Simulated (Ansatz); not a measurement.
The reference is Cu in the fcc (Cu type) structure (space group Fm-3m, No. 225; a = 3.577 Å; relaxed with 0.1 eV smearing).

Computed with Ansatz (a quantum-chemistry and plane-wave program) r2SCAN, spin-orbit coupling left out.

Base values:

The pressure is 0.0 GPa.

Perturbation: the cell is scaled by 1.0100 in all directions; the atoms relax in the strained cell.

Predict the new energy relative to the base.

The energy increases by 5.0 meV/atom.

Estimate the effect on the pressure.

The pressure goes from zero to -4.5 GPa.

Stability against distortions was not tested. The final runs are not spin-polarised.
